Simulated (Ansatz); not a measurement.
Given:

```
CELL_PARAMETERS angstrom
     -1.97406     1.97406     8.37507
      1.97406    -1.97406     8.37507
      1.97406     1.97406    -8.37507
ATOMIC_POSITIONS crystal
  Ge 0.66416 0.66416 0.00000
  Ge 0.00000 0.00000 0.00000
  Ge 0.33584 0.33584 0.00000
  Si 0.08230 0.58230 0.50000
  Si 0.41770 0.91770 0.50000
  Ge 0.75000 0.25000 0.50000
```

No spin polarisation.

Level of theory: PBEsol in Ansatz (plane waves to 420 eV, PAW, without spin-orbit coupling). Settings: 12×12×12 k-points, 0.05 eV Fermi–Dirac smearing.

Problem. What electron mass does the calculation give?

Solution. 1.3 mₑ along k, 0.19 mₑ across (off the special points).

Problem. What band gap does the calculation give?

Solution. 0.43 eV.

Problem. What gap character (in this cell's own zone, which can be folded) does the calculation give?

Solution. Indirect, Γ → k = (1/4, 1/4, -1/4) in the run's primitive reciprocal basis.

Each cell is one ordered arrangement of few atoms, which overstates ordering effects compared with a random alloy. Effective masses come from finite differences of ±0.01 Å⁻¹. Along k means along the line from Γ to the band edge. No phonon test of stability was made. The cell was made from Si by this change: x(Ge) = 0.667, 6 atoms, I-4m2.

Ansatz is a program for electronic structure.
